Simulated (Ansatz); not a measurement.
Cl on the 1x1 (111) surface of fcc Rh, one in a 2x2 cell: adsorption energies (eV for each) against ½ Cl2(g) in Ansatz (plane waves, PAW). Structures relaxed with PBE; the other functionals are single points on them, with slab and gas at the same level. No dispersion, zero-point or thermal terms. Rows are starts at which the adsorbate stayed; left out, since it moved away, changed or didn't bind there, or the run didn't converge: bridge Rh-Rh (span 2.7 Å).

Set-up: 17 atoms, 6.5 Å thick at the start under the adsorbate (thin: gaps and levels are the slab's own); mesh 6x6x1; 0.1 eV smearing; dipole correction on; 8 atoms held, the rest relaxed; each run with such symmetry as its start has; no spin, no spin-orbit, no U, no dispersion correction.

| site | PBE | RPBE | r2SCAN |
|---|---|---|---|
| top Rh | -1.46 | ___ | -1.76 |
| hollow Rh-Rh-Rh over Rh at depth 2.2 Å | -1.87 | ___ | -2.23 |
| hollow Rh-Rh-Rh over Rh at depth 4.4 Å | -1.96 | ___ | -2.33 |

**Question.** Fill in the missing entries.

**Answer.** 
- top Rh, RPBE: -1.31
- hollow Rh-Rh-Rh over Rh at depth 2.2 Å, RPBE: -1.61
- hollow Rh-Rh-Rh over Rh at depth 4.4 Å, RPBE: -1.68

RPBE moves the energies by 0.23 eV on average against PBE and puts 'hollow Rh-Rh-Rh over Rh at depth 4.4 Å' lowest, as PBE does. r2SCAN moves the energies by -0.34 eV on average against PBE and puts 'hollow Rh-Rh-Rh over Rh at depth 4.4 Å' lowest, as PBE does.

Ansatz is an electronic-structure program.
